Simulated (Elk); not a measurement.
**Input and output of a self-consistent single point for BeTe (F-43m, 2 atoms in the cell) (Elk)**

Method of the run: PBE, all-electron FP-LAPW, Elk's shipped species files, APW+lo basis with extra local orbitals run with Elk 10.2.4.

Input:

```
tasks
  0

xctype
  20

tforce
  .true.

rgkmax
  8.0

gmaxvr
  18.0

lmaxapw
  10

lmaxo
  8

nxlo
  2

lorbcnd
  .true.

lradstp
  2

nrmtscf
  2.0

rmtscf
  0.99

lmaxi
  4

stype
  0

swidth
  0.0001

maxscl
  100

avec
    0.0000000000    5.3640613041    5.3640613041
    5.3640613041    0.0000000000    5.3640613041
    5.3640613041    5.3640613041    0.0000000000

sppath
  'species/'

atoms
  2
  'Be.in'
  1
  0.0000000000  0.0000000000  0.0000000000    0.0 0.0 0.0
  'Te.in'
  1
  0.7500000000  0.7500000000  0.7500000000    0.0 0.0 0.0

ngridk
  7 7 7
```

Output, abridged:

```
│ Elk code version 10.2.4 │

All units are atomic (Hartree, Bohr, etc.)

│ Ground-state run starting from atomic densities │

Lattice vectors :
   0.000000000       5.364061304       5.364061304
   5.364061304       0.000000000       5.364061304
   5.364061304       5.364061304       0.000000000

Unit cell volume      :    308.6819204
Brillouin zone volume :   0.8035786906

Muffin-tin inner radius fraction :   0.1000000000E-01

Nuclei treated as point charges

Species :    1 (Be)
 parameters loaded from : Be.in
 name : beryllium
 nuclear charge    :   -4.000000000
 electronic charge :    4.000000000
 atomic mass :    16428.20279
 muffin-tin radius :    1.782000000
 number of radial points in muffin-tin :    599
 atomic positions (lattice), magnetic fields (Cartesian) :
   1 :   0.00000000  0.00000000  0.00000000    0.00000000  0.00000000  0.00000000

Species :    2 (Te)
 parameters loaded from : Te.in
 name : tellurium
 nuclear charge    :   -52.00000000
 electronic charge :    52.00000000
 atomic mass :    232600.5707
 muffin-tin radius :    2.574000000
 number of radial points in muffin-tin :   1199
 atomic positions (lattice), magnetic fields (Cartesian) :
   1 :   0.75000000  0.75000000  0.75000000    0.00000000  0.00000000  0.00000000

Total number of atoms per unit cell :    2

Spin treatment :
 spin-unpolarised

Number of Bravais lattice symmetries :   48
Number of crystal symmetries         :   24
Crystal has no inversion symmetry
Complex Hermitian eigensolver will be used

k-point grid :      7     7     7
k-point offset :    0.000000000       0.000000000       0.000000000
k-point set is reduced with full crystal symmetry group
Total number of k-points :       30

Muffin-tin radius times maximum |G+k| :    8.000000000
 using average radius
Maximum |G+k| for APW functions       :    3.673094582
Maximum (1/2)|G+k|²                   :    6.745811905
Maximum |G| for potential and density :    18.00000000
 potential will be trimmed for |G| > 2 gkmax
Constant for pseudocharge density :   12
Radial integration step length :    2

G-vector grid sizes :     45    45    45
Number of G-vectors :    30467

Maximum angular momentum used for
 APW functions                      :   10
 outer part of muffin-tin           :    8
 inner part of muffin-tin           :    4

Total nuclear charge    :   -56.00000000
Total core charge       :    38.00000000
Total valence charge    :    18.00000000
Total excess charge     :    0.000000000
Total electronic charge :    56.00000000

Effective Wigner radius, rₛ :    1.095834205

Number of empty states         :    8
Total number of valence states :   17
Total number of core states    :   38

Conduction state local-orbitals added automatically
Total number of local-orbitals :  209

Exchange-correlation functional :     20     0     0
 Perdew-Burke-Ernzerhof, Phys. Rev. Lett. 77, 3865 (1996)
 gradient requirement :    1
 generalised gradient approximation (GGA)

Smearing type :    0
 Gaussian
Smearing width :   0.1000000000E-03
Effective electronic temperature (K) :    31.57750248

Mixing type :    3
 Broyden mixing, J. Phys. A: Math. Gen. 17, L317 (1984)

Kohn-Sham potential initialised from atomic data

│ Self-consistent loop started │
│ Loop number : 1 │
 total energy                :     -6815.33045589
│ Loop number : 2 │
 total energy                :     -6815.35293830
RMS change in Kohn-Sham potential (target) :    4.021346475     (  0.1000000000E-05)
Absolute change in total energy (target)   :   0.2248240999E-01 (  0.1000000000E-03)
│ Loop number : 3 │
 total energy                :     -6813.89460105
RMS change in Kohn-Sham potential (target) :    2.569433649     (  0.1000000000E-05)
Absolute change in total energy (target)   :    1.452716641     (  0.1000000000E-03)
│ Loop number : 4 │
 total energy                :     -6812.51853759
RMS change in Kohn-Sham potential (target) :   0.9552036106     (  0.1000000000E-05)
Absolute change in total energy (target)   :    1.739242624     (  0.1000000000E-03)
│ Loop number : 5 │
 total energy                :     -6811.97590571
RMS change in Kohn-Sham potential (target) :   0.2351825565     (  0.1000000000E-05)
Absolute change in total energy (target)   :   0.9774425383     (  0.1000000000E-03)
│ Loop number : 6 │
 total energy                :     -6811.82359576
RMS change in Kohn-Sham potential (target) :   0.3713810130E-01 (  0.1000000000E-05)
Absolute change in total energy (target)   :   0.3966705823     (  0.1000000000E-03)
│ Loop number : 7 │
 total energy                :     -6811.77942680
RMS change in Kohn-Sham potential (target) :   0.6552388820E-02 (  0.1000000000E-05)
Absolute change in total energy (target)   :   0.1433366035     (  0.1000000000E-03)
│ Loop number : 8 │
 total energy                :     -6811.76191160
RMS change in Kohn-Sham potential (target) :   0.2137116484E-02 (  0.1000000000E-05)
Absolute change in total energy (target)   :   0.5334935296E-01 (  0.1000000000E-03)
│ Loop number : 9 │
 total energy                :     -6811.74355454
RMS change in Kohn-Sham potential (target) :   0.3493989787E-03 (  0.1000000000E-05)
Absolute change in total energy (target)   :   0.3169440074E-01 (  0.1000000000E-03)
│ Loop number : 10 │
 total energy                :     -6811.73986459
RMS change in Kohn-Sham potential (target) :   0.2061577609E-03 (  0.1000000000E-05)
Absolute change in total energy (target)   :   0.1161354811E-01 (  0.1000000000E-03)
│ Loop number : 11 │
 total energy                :     -6811.73609625
RMS change in Kohn-Sham potential (target) :   0.4161316679E-04 (  0.1000000000E-05)
Absolute change in total energy (target)   :   0.6671721812E-02 (  0.1000000000E-03)
│ Loop number : 12 │
 total energy                :     -6811.73634272
RMS change in Kohn-Sham potential (target) :   0.1148391093E-04 (  0.1000000000E-05)
Absolute change in total energy (target)   :   0.1421460174E-02 (  0.1000000000E-03)
│ Loop number : 13 │
 total energy                :     -6811.73639209
RMS change in Kohn-Sham potential (target) :   0.1582610270E-05 (  0.1000000000E-05)
Absolute change in total energy (target)   :   0.3059993232E-03 (  0.1000000000E-03)
│ Loop number : 14 │
 total energy                :     -6811.73637277
RMS change in Kohn-Sham potential (target) :   0.5186827959E-06 (  0.1000000000E-05)
Absolute change in total energy (target)   :   0.9581997074E-04 (  0.1000000000E-03)
Convergence targets achieved

│ Loop number : 15 │

Energies :
 Fermi                       :     0.182208680455
 sum of eigenvalues          :     -4135.74378549
 electron kinetic            :      7202.45828080
 core electron kinetic       :      7033.40664854
 Coulomb                     :     -13835.0978440
 Coulomb potential           :     -11104.5217751
 nuclear-nuclear             :     -524.379433955
 electron-nuclear            :     -15516.9150451
 Hartree                     :      2206.19663499
 Madelung                    :     -8282.83695649
 xc potential                :     -233.680291194
 exchange                    :     -176.163716177
 correlation                 :     -2.93307148224
 total energy                :     -6811.73635090

Density of states at Fermi energy :   0.8308592720E-05
 (states/Hartree/unit cell)

Estimated indirect band gap :   0.7682385852E-01
 from k-point      1 to k-point     19
Estimated direct band gap   :   0.1338147804
 at k-point      1

Charges :
 core                        :    38.00000000
 valence                     :    18.00000000
 interstitial                :    3.269953739
 muffin-tins (core leakage)
  species :    1 (Be)
   atom    1                 :    2.695432473     (  0.1227037105E-02)
  species :    2 (Te)
   atom    1                 :    50.03461379     (  0.4680770911E-03)
 total in muffin-tins        :    52.73004626
 total calculated charge     :    55.99832191
 total charge                :    56.00000000
 error                       :   0.1678090784E-02

│ Self-consistent loop stopped │

Forces :
 species :    1 (Be)
  atom :    1
   Hellmann-Feynman          :    -0.00000000    0.00000000    0.00000000
   IBS                       :     0.00000000   -0.00000000   -0.00000000
   total force               :     0.00000000    0.00000000    0.00000000
   total magnitude           :     0.00000000
 species :    2 (Te)
  atom :    1
   Hellmann-Feynman          :    -0.00000000    0.00000000    0.00000000
   IBS                       :     0.00000000   -0.00000000   -0.00000000
   total force               :    -0.00000000   -0.00000000   -0.00000000
   total magnitude           :     0.00000000
```

The run converged in 15 iterations. The count includes the last loop, which Elk runs after its targets are met.

The starting cell comes from a database of computed structures (which also holds hypothetical and non-ambient phases and stackings), without a prior relaxation at this level. Its lattice was rescaled by a random factor within 2.5 % of one. Spin-orbit coupling is off. Values depend on the basis (sphere radii, cutoffs, local orbitals), which need not be converged.

Cost on one core of a shared machine: roughly 80 s.
